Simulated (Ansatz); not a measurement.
Candidates (primitive cells; geometry: cell and atoms relaxed with PBEsol):
A. ZnSe (F-43m), a = 3.9835 Å, b = 3.9835 Å, c = 3.9835 Å, α = 60.00°, β = 60.00°, γ = 60.00°
B. AlAs (F-43m), a = b = c = 4.013 Å, α = β = γ = 60.00°
C. GaP (F-43m), a = b = c = 3.8459 Å, α = β = γ = 60.00°
D. ZnS (F-43m), a = 3.7877 Å, b = 3.7877 Å, c = 3.7877 Å, α = 60.00°, β = 60.00°, γ = 60.00°
E. InP (F-43m), a = b = c = 4.157 Å, α = β = γ = 60.00°

Problem. Rank these by Seebeck coefficient, n-type 1e19 cm⁻³ (highest first), as Ansatz (an electronic-structure program) with PBEsol, rigid bands gives it.

Solution. E (-43 μV/K), A (-65 μV/K), D (-104 μV/K), B (-263 μV/K), C (-332 μV/K)

Seebeck coefficients are for the stated density at 300 K, with one relaxation time for all states and whether or not that doping can be reached. Spin-orbit coupling is left out.
